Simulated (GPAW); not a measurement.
Band structure of BeS (F-43m, 2 atoms in the cell).

```xyz
2
Lattice="0.0000 2.4350 2.4350 2.4350 0.0000 2.4350 2.4350 2.4350 0.0000" Properties=species:S:1:pos:R:3 pbc="T T T"
Be     0.0000     0.0000     0.0000
S      1.2175     1.2175     1.2175
```

Computed with PBE, GPAW PAW datasets PBE (gpaw-data 1.0.1) (plane waves; GPAW 25.7.0).

Settings: mode = pw; ecut = 850 eV; xc = PBE; kpts = 12 12 12; mesh shift (steps) = 0 0 0; occupations.name = fermi-dirac; occupations.width = 0.02 eV; nbands = -6; convergence.forces = 0.001 eV/Å; convergence.bands = -4; symmetry.symmorphic = false; symmetry.tolerance = 0.0005; maxiter = 120; bandpath_npoints = 40.

The starting cell has typed, rounded lattice constants, without a prior relaxation at this level.

**Question.** Predict the gap along the standard path and the places of the band edges.

**Answer.** The gap along the path is 3.13 eV, from Γ to X; the smallest direct gap on it is 5.65 eV.

Levels in eV from the top of the valence band on the SCF mesh, bands 1 to 8:
```json
[
 {"point": "Γ", "1": "-13.63", "2": "0.00", "3": "0.00", "4": "0.00", "5": "5.65", "6": "5.65", "7": "5.65", "8": "5.77"},
 {"point": "X", "1": "-11.52", "2": "-4.96", "3": "-2.61", "4": "-2.61", "5": "3.13", "6": "4.91", "7": "12.63", "8": "12.63"},
 {"point": "W", "1": "-11.46", "2": "-4.21", "3": "-3.81", "4": "-3.29", "5": "6.45", "6": "8.07", "7": "8.37", "8": "8.75"},
 {"point": "K", "1": "-11.53", "2": "-4.51", "3": "-4.04", "4": "-2.16", "5": "4.37", "6": "7.47", "7": "10.46", "8": "11.24"},
 {"point": "L", "1": "-12.05", "2": "-5.72", "3": "-1.02", "4": "-1.02", "5": "5.42", "6": "6.54", "7": "6.54", "8": "11.15"},
 {"point": "U", "1": "-11.53", "2": "-4.51", "3": "-4.04", "4": "-2.16", "5": "4.37", "6": "7.47", "7": "10.46", "8": "11.24"}
]
```
